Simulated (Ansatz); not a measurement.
Electronic density of states of amorphous IGZO (In15Ga15Zn15O60), density 5.49 g/cm³, on a 2×2×2 Γ-centred mesh with a Gaussian width of 0.1 eV; energies count from the Fermi level, whose place inside the gap is arbitrary. Cell and mesh are small, so fine structure isn't converged. Level of theory: PBE, scalar-relativistic without spin-orbit coupling (plane waves to 420 eV, PAW; Ansatz, an electronic-structure program). Sampling: a 2×2×2 Γ-centred mesh; Fermi-Dirac width 0.02 eV; no spin polarisation. At PBE the levels at the filled edge of the gap are localised (band-tail or defect states).

A CHGNet melt-quench gave the starting glass, which DFT then relaxed. O atoms were pushed apart under 1.9 Å during the dynamics, to hinder bonds among them. The hot cell started wider than the set density and was brought back towards it in steps. It is the lowest in DFT energy of 4 quenches. It is a model cell: composition and starting density were chosen by hand, and all elements were melted together. No dispersion term was used. Its density started from a set value of 5.49 and ended at 5.49 g/cm³. The quench (nominally 170 K/ps over its main leg) was far faster than any real one, so the model tends to hold more defects than a real film. Values belong to this one cell and scatter from quench to quench. The volume was held where the preparation left it and the shape relaxed, at a PBE pressure of -0.2 GPa (tension).

(E - EF (eV), states/(eV atom)): (-12.00, 0.09); (-11.90, 0.07); (-11.80, 0.01); (-11.70, 0.00); (-11.60, 0.00); (-11.50, 0.00); (-11.40, 0.00); (-11.30, 0.00); (-11.20, 0.00); (-11.10, 0.00); (-11.00, 0.00); (-10.90, 0.00); (-10.80, 0.00); (-10.70, 0.00); (-10.60, 0.00); (-10.50, 0.00); (-10.40, 0.00); (-10.30, 0.00); (-10.20, 0.00); (-10.10, 0.00); (-10.00, 0.00); (-9.90, 0.00); (-9.80, 0.00); (-9.70, 0.00); (-9.60, 0.00); (-9.50, 0.00); (-9.40, 0.00); (-9.30, 0.00); (-9.20, 0.00); (-9.10, 0.00); (-9.00, 0.00); (-8.90, 0.00); (-8.80, 0.00); (-8.70, 0.00); (-8.60, 0.00); (-8.50, 0.00); (-8.40, 0.00); (-8.30, 0.00); (-8.20, 0.00); (-8.10, 0.00); (-8.00, 0.00); (-7.90, 0.00); (-7.80, 0.00); (-7.70, 0.00); (-7.60, 0.00); (-7.50, 0.00); (-7.40, 0.00); (-7.30, 0.00); (-7.20, 0.01); (-7.10, 0.06); (-7.00, 0.15); (-6.90, 0.20); (-6.80, 0.27); (-6.70, 0.36); (-6.60, 0.35); (-6.50, 0.38); (-6.40, 0.47); (-6.30, 0.49); (-6.20, 0.48); (-6.10, 0.52); (-6.00, 0.61); (-5.90, 0.74); (-5.80, 0.75); (-5.70, 0.77); (-5.60, 0.91); (-5.50, 1.12); (-5.40, 1.27); (-5.30, 1.31); (-5.20, 1.34); (-5.10, 1.34); (-5.00, 1.33); (-4.90, 1.16); (-4.80, 0.97); (-4.70, 0.83); (-4.60, 0.74); (-4.50, 0.66); (-4.40, 0.63); (-4.30, 0.63); (-4.20, 0.62); (-4.10, 0.60); (-4.00, 0.60); (-3.90, 0.63); (-3.80, 0.61); (-3.70, 0.62); (-3.60, 0.64); (-3.50, 0.65); (-3.40, 0.65); (-3.30, 0.65); (-3.20, 0.64); (-3.10, 0.67); (-3.00, 0.67); (-2.90, 0.69); (-2.80, 0.72); (-2.70, 0.73); (-2.60, 0.74); (-2.50, 0.73); (-2.40, 0.73); (-2.30, 0.74); (-2.20, 0.77); (-2.10, 0.78); (-2.00, 0.80); (-1.90, 0.83); (-1.80, 0.85); (-1.70, 0.89); (-1.60, 0.88); (-1.50, 0.91); (-1.40, 0.98); (-1.30, 0.98); (-1.20, 0.92); (-1.10, 0.89); (-1.00, 0.88); (-0.90, 0.86); (-0.80, 0.70); (-0.70, 0.51); (-0.60, 0.41); (-0.50, 0.31); (-0.40, 0.21); (-0.30, 0.05); (-0.20, 0.00); (-0.10, 0.00); (0.00, 0.00); (0.10, 0.00); (0.20, 0.00); (0.30, 0.01); (0.40, 0.01); (0.50, 0.00); (0.60, 0.00); (0.70, 0.00); (0.80, 0.00); (0.90, 0.00); (1.00, 0.00); (1.10, 0.00); (1.20, 0.03); (1.30, 0.06); (1.40, 0.04); (1.50, 0.01); (1.60, 0.01); (1.70, 0.03); (1.80, 0.07); (1.90, 0.07); (2.00, 0.08); (2.10, 0.06); (2.20, 0.03); (2.30, 0.03); (2.40, 0.04); (2.50, 0.06); (2.60, 0.08); (2.70, 0.08); (2.80, 0.07); (2.90, 0.12); (3.00, 0.13); (3.10, 0.14); (3.20, 0.14); (3.30, 0.13); (3.40, 0.13); (3.50, 0.15); (3.60, 0.16); (3.70, 0.13); (3.80, 0.10); (3.90, 0.15); (4.00, 0.20); (4.10, 0.20); (4.20, 0.20); (4.30, 0.24); (4.40, 0.25); (4.50, 0.24); (4.60, 0.24); (4.70, 0.27); (4.80, 0.32); (4.90, 0.28); (5.00, 0.28); (5.10, 0.27); (5.20, 0.26); (5.30, 0.27); (5.40, 0.30); (5.50, 0.34); (5.60, 0.30); (5.70, 0.30); (5.80, 0.33); (5.90, 0.30); (6.00, 0.31); (6.10, 0.34); (6.20, 0.35); (6.30, 0.31); (6.40, 0.34); (6.50, 0.36); (6.60, 0.35); (6.70, 0.33); (6.80, 0.34); (6.90, 0.34); (7.00, 0.36); (7.10, 0.36); (7.20, 0.32); (7.30, 0.32); (7.40, 0.34)

The level gap on this mesh is 0.76 eV; the broadening fills part of it in the curve.
